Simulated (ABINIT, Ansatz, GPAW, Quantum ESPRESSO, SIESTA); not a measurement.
## Code comparison for In (I4/mmm, 1 atom in the cell)

Self-consistent single point.

```xyz
1
Lattice="-1.6053 1.6053 2.4555 1.6053 -1.6053 2.4555 1.6053 1.6053 -2.4555" Properties=species:S:1:pos:R:3 pbc="T T T"
In     0.0000     0.0000     0.0000
```

All programs got the same cell, k-point mesh and kind of occupations (in Ansatz's words: kpoints.mp_grid.grid = 19 19 19; scf.occupations.method = fermi_dirac; scf.occupations.width = 0.1 eV); potentials, basis and cutoffs are each program's usual ones.

```json
[
 {"code": "GPAW", "model": "PBE, GPAW PAW datasets PBE (gpaw-data 1.0.1)", "pressure (GPa)": "3.25", "k-points": "550", "cutoff": "600 eV"},
 {"code": "SIESTA", "model": "GGA PBE, numerical atomic orbitals TZP, PseudoDojo PBE standard norm-conserving potentials (rewritten from UPF to PSML)", "pressure (GPa)": "3.45", "k-points": "3430", "cutoff": "grid 400 Ry"},
 {"code": "ABINIT", "model": "PBE, norm-conserving pseudopotentials (PseudoDojo nc-sr-05 PBE standard)", "pressure (GPa)": "3.58", "k-points": "550", "cutoff": "70 Ry"},
 {"code": "Quantum ESPRESSO", "model": "PBE, GBRV 1.5 ultrasoft (PBE) pseudopotentials", "pressure (GPa)": "2.49", "k-points": "550", "cutoff": "40 Ry"},
 {"code": "Ansatz", "model": "PBE, default PAW files", "pressure (GPa)": "3.59", "k-points": "550", "cutoff": "default"}
]
```

The spread over the programs that give each value: pressure within 1.10 GPa.

The starting cell comes from a database of computed structures (which also holds hypothetical and non-ambient phases and stackings), without a prior relaxation at this level. Its lattice was rescaled by a random factor within 2.5 % of one. On Ansatz's run: In the base run, with a pressure of about 4 GPa the cell is away from its equilibrium volume at this level.

### Question
Why do the programs differ, and what cannot be compared?

### Answer
Differences of this kind can come from the potentials, where these differ, and from what each basis and cutoff leave unconverged. The zero of total energies and Fermi levels follows the potentials and each program's conventions, so they are not compared here. SIESTA uses small atom-centred bases, whose incompleteness enters pressures, forces and empty levels differently from a plane-wave cutoff. Ansatz's pressure is given at a fixed set of plane waves, as the other plane-wave codes print theirs; with its correction for the finite basis it is 3.64 GPa. The programs reduce the same mesh by symmetry to different extents, which changes the work and not the result.

Left out of this page: Elk and FLEUR (not drawn, or without a comparable value).

Ansatz is a quantum-chemistry and plane-wave program.

Keys are those of Ansatz 0.2.
